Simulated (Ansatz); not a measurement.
Start from Sn in the diamond structure (space group Fd-3m, No. 227; a = 6.566 Å).

Computed with r2SCAN in Ansatz (plane waves to 500 eV, PAW, without spin-orbit coupling).

Strains are applied to the cell and any free atomic positions relax.

One change was made to it. Results:

The pressure goes from zero to 4.9 GPa; the energy increases by 43 meV/atom.

### Question
What was done to the base?
A. isotropic strain −2.00 %
B. isotropic strain −3.00 %
C. isotropic strain −1.50 %
D. isotropic strain −1.00 %
E. isotropic strain −2.50 %

### Answer
B, isotropic strain −3.00 %. For comparison, the energy relative to the base in the other runs: isotropic strain −1.00 % gives +4.5 meV/atom; isotropic strain −1.50 % gives +10 meV/atom; isotropic strain −2.00 % gives +18 meV/atom; isotropic strain −2.50 % gives +29 meV/atom.

No phonon test of stability was made.

Ansatz is a first-principles code.
